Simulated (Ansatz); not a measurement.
Results of PBEsol (plane waves, PAW; Ansatz, a first-principles code) for Ti2InC (P6₃/mmc, No. 194; cell taken from a computed entry).

Numerical settings: plane-wave cutoff 520 eV, 24×24×4 k mesh (along the axes of the cell as run), Fermi–Dirac smearing 0.046 eV (set by the program), no spin polarisation, scalar-relativistic PAW data made under PBE.

Computed at the level's own relaxed cell.

Elastic tensor (GPa, Voigt notation, ions relaxed):

```
  304.9    72.3    60.2     0.0     0.0     0.0
   72.3   304.9    60.2     0.0     0.0     0.0
   60.2    60.2   263.1     0.0     0.0     0.0
    0.0     0.0     0.0    94.6     0.0     0.0
    0.0     0.0     0.0     0.0    94.6     0.0
    0.0     0.0     0.0     0.0     0.0   116.3
```

Q: Work out the Voigt, Reuss and Hill averages of the bulk and shear moduli, Young's modulus and Poisson's ratio from the printed constants.

A: K_V = [C11 + C22 + C33 + 2(C12 + C13 + C23)]/9 = [872.9 + 2 × 192.7]/9 = 139.8 GPa. G_V = [872.9 − 192.7 + 3 × 305.5]/15 = 106.4 GPa. From the compliances S = C⁻¹, K_R = 138.8 and G_R = 105.4 GPa. Hill means: K = 139.3, G = 105.9 GPa. E = 9KG/(3K + G) = 253 GPa, ν = (3K − 2G)/(6K + 2G) = 0.20, K/G = 1.32.

Note: the relaxation could not lower the start's symmetry, so the cell can be a saddle point above a distorted one.

The computed numbers hold no vibrational or temperature effects.
